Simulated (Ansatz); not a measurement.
An Ansatz (a program for electronic structure) run: TiB2 with a change (isotropic strain +2.50 %); PBE (Ansatz, PAW, spin-orbit coupling left out).

Input:

Ansatz 0.2 input:
```yaml
crystal:
  lattice:
    - [3.1081901698, 0, 0]
    - [-1.5540950849, 2.6917716468, 0]
    - [0, 0, 3.3044223308]
  atoms:
    - { symbol: Ti, position: [0, 0, 0] }
    - { symbol: B, position: [0.6666666667, 0.3333333333, 0.5] }
    - { symbol: B, position: [0.3333333333, 0.6666666667, 0.5] }
basis: { ecutwfc: 420, ecutrho_ratio: 4, xc_grid: 2, fft_grid_basis: typed }
kpoints: { mp_grid: { grid: [22, 22, 18] } }
hamiltonian:
  xc: pbe
  dispersion: none
  pseudopotentials: { kind: paw }
scf: { occupations: { method: fermi_dirac, width: 0.1 }, convergence: { dr2_threshold: 0.0000000003 } }
relax: { f_tol: 0.005, max_steps: 50 }
output: { forces: true, stress: true }
checkpoint: { write: state.ck, write_every: 1000 }
```

Output (explanatory and most iteration lines left out):

```
Relaxation: its limit of steps is 50 (relax.max_steps)
Pseudopotential: Ti, paw, valence charge 12
Pseudopotential: B, paw, valence charge 3
Crystal: 3 atoms, lattice volume = 27.647 Å³
Basis set: ecut = 420 eV, 551 PW (Γ), exchange–correlation on 48×48×48 points (8 copies of the dense FFT grid, shifted against one another)
Bands: 13, of which v1, the nominal top of the filled ones, is band 9 counted from 1 (8 counted from 0)
Symmetry: 24 space group operations
Space group: P6/mmm (ITA 191), of the structure as read, at distance tolerance 3.0e-5 Å
k-points: 520 of 8712
Functional: x = pbe(κ = 0.804, μ = 0.2195149727645171), c = pbe(β = 0.06672455060314922)
SCF iter   1: F=—  HF=-2814.593711 eV  |F-HF|=—  |Δ(HF+E_count)|=         —  Δρ=2.95e-3  dr2=2.02e-3  ethr=1.77e-3  ⟨swp⟩=4.3  Hψ=33198  notcnv=0
SCF iter   2: F=—  HF=-2814.593148 eV  |F-HF|=—  |Δ(HF+E_count)|=   5.63e-4  Δρ=1.69e-3  dr2=7.62e-4  ethr=1.12e-5  ⟨swp⟩=1.1  Hψ=11036  notcnv=0
SCF 1 converged in 6 iterations: F = -2814.593005 eV  dr2 = 5.34e-11
relax step   1: F+E_penalty+E_count = -2814.59300501 eV  Δ(F+E_penalty+E_count) = +0.000e0 eV  max|allowed force component| = 2.652e-16 eV/Å  Δτ_max = 0.0000 Å  (6 SCF iters, accepted)
SCF converged after 6 iterations
Free energy (F): -2814.593005 eV
Internal energy: -2814.578990 eV  (E = F + TS)
E sigma→0 (E₀):  -2814.585997 eV
Entropy (-TS):   -0.014015 eV (-4.672 meV/atom)
Fermi energy:    14.002887 eV
--- Forces (eV/Å), atoms counted from 1 ---
  atom   1  Ti     0.00000000     0.00000000     0.00000000
  atom   2  B      0.00000000     0.00000000     0.00000000
  atom   3  B     -0.00000000    -0.00000000     0.00000000
--- Stress (GPa, compression-positive) ---
      -17.599045       0.000000      -0.000000
        0.000000     -17.599045      -0.000000
        0.000000      -0.000000     -13.902251
  P = ⅓ Tr σ = -16.3668 GPa (-163.668 kbar)
--- Relaxed structure (1 steps of the walk, 1 accepted, 0 SCFs on fresh bases) ---
  atoms:
    - { symbol: Ti, position: [0.0, 0.0, 0.0] }
    - { symbol: B, position: [0.6666666666666665, 0.3333333333333333, 0.49999999999999994] }
    - { symbol: B, position: [0.3333333333333333, 0.6666666666666666, 0.49999999999999994] }
```

Stability against distortions was not tested. The final runs are not spin-polarised. The cell was made from TiB2 (space group P6/mmm, No. 191) by this change: isotropic strain +2.50 %.
